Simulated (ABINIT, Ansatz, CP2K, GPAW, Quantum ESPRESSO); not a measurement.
## Code comparison for BaCu (P6_3/mmc, 8 atoms in the cell)

Self-consistent single point.

```
BaCu
1.0
    4.42690     0.00000     0.00000
   -2.21345     3.83381     0.00000
    0.00000     0.00000    16.83050
Ba Cu
4 4
Direct
  0.33333   0.66667   0.37623
  0.66667   0.33333   0.62377
  0.66667   0.33333   0.87623
  0.33333   0.66667   0.12377
  0.66667   0.33333   0.25000
  0.33333   0.66667   0.75000
  0.00000   0.00000   0.75000
  0.00000   0.00000   0.25000
```

All programs got the same cell, k-point mesh and kind of occupations (in Ansatz's words: kpoints.mp_grid.grid = 4 4 1; scf.occupations.method = gaussian; scf.occupations.width = 0.2 eV); potentials, basis and cutoffs are each program's usual ones.

```json
[
 {"code": "Ansatz", "model": "PBEsol, PAW files made with PBE", "pressure (GPa)": "-1.80", "largest force (eV/Å)": "0.350", "k-points": "4", "cutoff": "default"},
 {"code": "Quantum ESPRESSO", "model": "PBEsol, PseudoDojo standard norm-conserving (PBESOL) pseudopotentials", "pressure (GPa)": "-1.87", "largest force (eV/Å)": "0.366", "k-points": "4", "cutoff": "95 Ry"},
 {"code": "CP2K", "model": "PBEsol, GPW, TZVP-MOLOPT-SR-GTH basis, GTH-PBE potentials (GTH_POTENTIALS)", "pressure (GPa)": "-1.21", "largest force (eV/Å)": "0.222", "k-points": "10", "cutoff": "grid 600 Ry"},
 {"code": "GPAW", "model": "PBEsol, GPAW PAW datasets PBEsol (made by gpaw-setup)", "pressure (GPa)": "-1.55", "largest force (eV/Å)": "0.268", "k-points": "4", "cutoff": "800 eV"},
 {"code": "ABINIT", "model": "PBEsol, PAW (JTH v2.0 PBE PAW, files made for PBE)", "pressure (GPa)": "-1.61", "largest force (eV/Å)": "0.282", "k-points": "4", "cutoff": "30 Ha"}
]
```

The spread over the programs that give each value: pressure within 0.66 GPa; largest force within 0.144 eV/Å.

The starting cell comes from a database of computed structures (which also holds hypothetical and non-ambient phases and stackings), without a prior relaxation at this level. Its lattice was rescaled by a random factor within 2.5 % of one. On Ansatz's run: Spin polarisation is off. Without a gap this mesh is coarse (it stands for a supercell whose shortest vector is 17 Å).

**Question.** Why do the programs differ, and what cannot be compared?

**Answer.** Differences of this kind can come from the potentials, where these differ, and from what each basis and cutoff leave unconverged. The valence holds different numbers of electrons (Ansatz (a quantum-chemistry and plane-wave program) 116, Quantum ESPRESSO 116, CP2K 84, GPAW 84, ABINIT 116). The zero of total energies and Fermi levels follows the potentials and each program's conventions, so they are not compared here. CP2K uses small atom-centred bases, whose incompleteness enters pressures, forces and empty levels differently from a plane-wave cutoff. Ansatz's pressure is given at a fixed set of plane waves, as the other plane-wave codes print theirs. The programs reduce the same mesh by symmetry to different extents, which changes the work and not the result. In the force vectors, CP2K (by 0.094) lies more than 0.08 eV/Å from the median of the plane-wave programs.

The shared mesh is coarse (it stands for a supercell whose shortest vector is 17 Å), so the values are not converged in it.

Left out of this page: Elk (not drawn, or without a comparable value).

Keys are those of Ansatz 0.2.
